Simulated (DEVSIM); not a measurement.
Structure: In0.53Ga0.47As n-p junction from an implanted or diffused profile, at 300 K.

| layer (left to right) | material | thickness (μm) | Na (cm⁻³) | τn (s) | τp (s) |
|---|---|---|---|---|---|
| 1 | In0.53Ga0.47As | 86.0 | 3.2e14 | 7.5e-9 | 7.5e-9 |

Added donor profile: 1e16 cm⁻³ × exp(−(x − 0.042 μm)²/(2·(0.041 μm)²)). Left contact: ohmic. Right contact: ohmic. Voltage is applied to the left contact. Recombination: SRH at mid-gap, radiative. Mobility is μmin + (μ − μmin)/(1 + (N/Nref)^α).

This is a model device: material constants are rounded textbook-type values typed into the input, and sizes, dopings and lifetimes were drawn at random. Values at 300 K.

```tsv
parameter	In0.53Ga0.47As
gap (eV)	0.74
affinity (eV)	4.51
permittivity	13.9
Nc (cm⁻³)	2.1e17
Nv (cm⁻³)	7.7e18
μn (cm²/Vs)	12000
μp (cm²/Vs)	300
μn,min	300
μp,min	10
Nref,n	1.3e17
Nref,p	4.9e17
αn	0.48
αp	0.4
B (cm³/s)	9.6e-11
```

DEVSIM, 1D drift-diffusion, Boltzmann statistics, complete ionisation; no tunnelling, impact ionisation, image-force lowering or self-heating.

Q: Tabulate band edges, carrier densities and field at -0.7 V on the left contact.

A: Energies count from the Fermi level of the right contact; mesh points crowd at the junctions.

```
x (μm)   Ec (eV)  Ev (eV)  n (cm⁻³)  p (cm⁻³)  field (V/cm)
-------  -------  -------  --------  --------  ------------
0.000      0.794    0.054    5.6e15     1.1e8            81
0.02351    0.794    0.054    5.5e15    2.5e11           600
0.05050    0.798    0.058    4.8e15    6.0e11          2100
0.08299    0.808    0.068    3.3e15    1.3e12          3700
0.1297     0.826    0.086    1.6e15    3.4e12          4000
0.1650     0.840    0.100    9.5e14    6.1e12          3500
0.2027     0.852    0.112    5.9e14    1.0e13          3000
0.2569     0.866    0.126    3.4e14    1.9e13          2500
0.3660     0.889    0.149    1.4e14    4.7e13          1700
0.6276     0.920    0.180    4.2e13    1.6e14           740
1.273      0.937    0.197    2.0e13    3.2e14            46
3.901      0.935    0.195    1.6e13    3.4e14           -18
9.340      0.922    0.182    1.2e13    3.3e14           -28
22.75      0.872    0.132    6.5e12    3.3e14           -44
61.72      0.650   -0.090    2.4e12    3.2e14           -67
76.12      0.551   -0.189    1.7e12    3.2e14           -71
81.99      0.508   -0.232    1.2e12    3.2e14           -72
84.38      0.491   -0.249    6.3e11    3.2e14           -73
85.54      0.483   -0.257    2.1e11    3.2e14           -73
85.83      0.480   -0.260    8.3e10    3.2e14           -73
85.94      0.480   -0.260    2.9e10    3.2e14           -73
86.00      0.479   -0.261     1.9e9    3.2e14           -73
```
